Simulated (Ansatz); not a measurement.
Cells marked so need not be the phases stable at ambient conditions, and some may be hypothetical.

No gap correction and no spin-orbit coupling; mid-gap values are interpolated between computed energies.

A. CdBr2 (P6_3mc, not sure to be the ambient phase, 6 atoms a cell, 29.0 Å³ an atom), along the normal of (001)
B. VCu$_{3}$Se$_{4}$ (P-43m, not sure to be the ambient phase, 8 atoms a cell, 21.7 Å³ an atom), along the normal of (001)
C. CaSnF₆ (Fm-3m, not sure to be the ambient phase, 8 atoms a cell, 18.8 Å³ an atom), along the normal of (001)
D. MgO (P6_3mc, wurtzite, not sure to be the ambient phase, 4 atoms a cell, 11.8 Å³ an atom), along the normal of (111)
E. PtS (P4_2/mmc, not sure to be the ambient phase, 4 atoms a cell, 18.7 Å³ an atom), along the normal of (111)

**Question.** Order them by mid-gap decay constant of the slowest evanescent state (lowest first) at the level r2SCAN (Ansatz, a program for electronic structure).

**Answer.** E (0.12 1/Å), B (0.21 1/Å), A (0.26 1/Å), D (0.34 1/Å), C (0.59 1/Å)
